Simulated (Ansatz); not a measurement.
Base system: Li in the bcc (W type) structure (space group Im-3m, No. 229; relaxed with 0.1 eV smearing).

```
CELL_PARAMETERS angstrom
     -1.71714     1.71714     1.71714
      1.71714    -1.71714     1.71714
      1.71714     1.71714    -1.71714
ATOMIC_POSITIONS crystal
  Li 0.00000 0.00000 0.00000
```

Cartesian axes are those of the cell as printed.

Method: PBEsol (Ansatz, a first-principles code; PAW; 420 eV plane waves; spin-orbit coupling left out).

Base values:

* **Pressure**: 0.0 GPa

Modification: the cell is stretched by 1.50 % along z with no lateral relaxation; the atoms relax in the strained cell.

Q: What does the calculation give for the pressure after the change?

A: The pressure (mean of the normal stresses, compression positive) goes from zero to -0.2 GPa.

Stability against distortions was not tested.
